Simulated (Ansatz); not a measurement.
Input:

```
ZrS2
1.0
    3.57807     0.00000     0.00000
   -1.78904     3.09870     0.00000
    0.00000     0.00000     5.54047
Zr S
1 2
Cartesian
  0.00000   0.00000   0.00000
  0.00000   2.06580   1.46659
  1.78904   1.03290   4.07388
```

No spin polarisation.

All numbers come from PBEsol-D3(BJ) (Ansatz, an electronic-structure program, PAW, without spin-orbit coupling). k-mesh 11×11×6 (Γ-centred); smearing 0.05 eV (Fermi–Dirac).

Q: Predict the band gap, hole mass and smallest direct gap.

A: 
* **Band gap**: 0.29 eV
* **Hole mass**: 0.17 mₑ along c, 2.1 mₑ across (at Γ)
* **Smallest direct gap**: 1.22 eV

Masses are band curvatures over ±0.01 Å⁻¹ around the edge. Whether these cells are dynamically stable was not tested. The cell was made from HfS2 by this change: Hf → Zr. The zero or small gap of ZrS2 can change with the level of theory.
